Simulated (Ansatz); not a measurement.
The starting structures come from a database of crystals and need not be the phases stable at ambient conditions.

# Evanescent states of Y₃Cu₃Sb₄ (I-43d, not sure to be the ambient phase, 20 atoms a cell, 21.9 Å³ an atom) along the normal of (110)

Level of theory: r2SCAN (plane waves, PAW; Ansatz, an electronic-structure program).

No gap correction and no spin-orbit coupling; mid-gap values are interpolated between computed energies.

Energies count from the valence-band top; κ is the least over a 4×4 mesh across the current.

| E (eV) | κ (1/Å) | where |
|---|---|---|
| 0.03 | 0.078 | Γ |
| 0.07 | 0.114 | Γ |
| 0.12 | 0.120 | Γ |
| 0.17 | 0.115 | Γ |
| 0.23 | 0.108 | Γ |
| 0.28 | 0.098 | Γ |
| 0.33 | 0.086 | Γ |
| 0.38 | 0.071 | Γ |
| 0.42 | 0.049 | Γ |

How thick must the barrier be to attenuate the transmission by 10^6 when the electrodes' Fermi level lies at 0.03 eV, and what attenuation does that film give at 0.42 eV?

d = 6 ln 10 / (2 × 0.078) = 88.6 Å. At 0.42 eV it gives 6 × 0.049/0.078 = 3.8 decades.
